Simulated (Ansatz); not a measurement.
Consider Ti in the hcp (Mg type) structure (space group P6_3/mmc, No. 194; relaxed with 0.1 eV smearing).

```
CELL_PARAMETERS angstrom
      2.90164     0.00000     0.00000
     -1.45082     2.51289     0.00000
      0.00000     0.00000     4.59296
ATOMIC_POSITIONS crystal
  Ti 0.66667 0.33333 0.75000
  Ti 0.33333 0.66667 0.25000
```

Calculations: PBEsol (Ansatz, a program for electronic structure), spin-orbit coupling left out.

Strains are applied to the cell and any free atomic positions relax.

One change was made to it. Results:

The energy rises by 1.4 meV/atom; the pressure (mean of the normal stresses, compression positive) goes from zero to 1.8 GPa; the band gap remains zero.

**Question.** Which of these changes matches the shifts?
A. isotropic strain +2.50 %
B. isotropic strain +0.50 %
C. isotropic strain −0.50 %
D. isotropic strain −2.00 %

**Answer.** C, isotropic strain −0.50 %. For comparison, the pressure in the other runs: isotropic strain −2.00 % gives 8.0 GPa; isotropic strain +2.50 % gives -7.7 GPa; isotropic strain +0.50 % gives -1.7 GPa.

Stability against distortions was not tested. All final runs are without spin polarisation.
